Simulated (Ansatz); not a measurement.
The starting structures come from a database of crystals and need not be the phases stable at ambient conditions.

The decay constant κ of evanescent states in the gap governs leakage through a thin film.

Data:

```yaml
crystal:
  lattice:
    - [3.78875, 0.00000, 0.00000]
    - [0.00000, 3.78875, 0.00000]
    - [1.89437, -1.89437, 2.67905]
  atoms:
    - { symbol: Mg, position: [0.00000, 0.00000, 0.00000] }
    - { symbol: Se, position: [0.50000, 0.50000, 0.00000] }
```

The cell is strained (all lengths scaled by 0.98); by r2SCAN it stands under a pressure of 4.8 GPa.

Transport runs along the normal of the first two printed cell vectors, the (001) plane of the conventional cell.

The gap is the functional's own, uncorrected, and κ follows it; spin-orbit coupling is left out. Mid-gap means the computed energy nearest the middle.

### Question
Estimate the band gap and the smallest decay constant κ at mid-gap that r2SCAN (Ansatz, an electronic-structure program) returns for this system.

### Answer
Gap 2.59 eV on a 12×12×12 mesh; κ = 0.208 1/Å, at the zone centre.
